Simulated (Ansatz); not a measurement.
**EuO, response to strain**

The reference is EuO in the rock salt structure (space group Fm-3m, No. 225; a = 4.9652 Å; ferromagnetic; relaxed with 0.1 eV smearing). Axes: x, y, z lie along the cube axes.

Strains are applied to the cell and any free atomic positions relax; under biaxial strain the out-of-plane vector relaxes too.

Calculations: PBEsol (Ansatz, a quantum-chemistry and plane-wave program, PAW, scalar-relativistic without spin-orbit coupling).

Candidates:
(a) isotropic strain +3.94 %
(b) tensor shear ε_xy = +1.33 %
(c) isotropic strain +1.01 %
(d) biaxial strain −4.11 %, plane normal [001], relaxed out of plane
(e) uniaxial strain ε_zz = +4.54 %

Notes on the quantities. energy relative to the base: free energy F.

**Question.** Order them by energy relative to the base, lowest first.

**Answer.** (b) tensor shear ε_xy = +1.33 % (+2.0 meV/atom), (c) isotropic strain +1.01 % (+4.7 meV/atom), (e) uniaxial strain ε_zz = +4.54 % (+20 meV/atom), (d) biaxial strain −4.11 %, plane normal [001], relaxed out of plane (+52 meV/atom), (a) isotropic strain +3.94 % (+65 meV/atom)

The magnetic state is the one reached from the starting moments; the real material's order can differ, and small cells can't hold many antiferromagnetic ones. The state of the 4f shell was not checked for lower solutions. Stability against distortions was not tested. No Hubbard U is applied, and correlation can decide whether such a compound is a metal.
